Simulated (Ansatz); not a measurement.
The parent structure is a 16-atom supercell of AlAs in the zinc blende structure (space group F-43m, No. 216; a = 5.7284 Å) at its relaxed geometry.

Calculations: Ansatz (a quantum-chemistry and plane-wave program) PBE, spin-orbit coupling left out.

For the base:

| Quantity | Value |
|---|---|
| Mean distance from the defect site to its nearest host atoms | 2.48 Å |
| Pressure | 0.0 GPa |

Perturbation: a neutral Al on a As site (antisite), atoms relaxed at fixed cell, starting from a slightly rattled geometry.

Tabulated Pauling electronegativity and covalent radius: As 2.18, 1.19 Å; Al 1.61, 1.21 Å.

### Question
Predict the new mean distance from the defect site to its nearest host atoms.

### Answer
The mean distance from the defect site to its nearest host atoms increases by 0.06 Å to 2.54 Å.

### Question
Estimate the effect on the pressure.

### Answer
The pressure goes from zero to 1.5 GPa.

### Question
Predict the new largest displacement of a host atom from its site in the perfect cell.

### Answer
The largest displacement of a host atom from its site in the perfect cell comes out as 0.07 Å.

Other magnetic orders, which the real material may have, were not ruled out. The cell is small, so the values are those of an ordered compound at a high defect concentration; dilute-limit values will differ. The mesh was chosen for an insulator and is coarse for the gapless case. The defect cell is spin-polarised and ends with 0.3 μB, a fractional moment that hangs on the mesh and smearing.
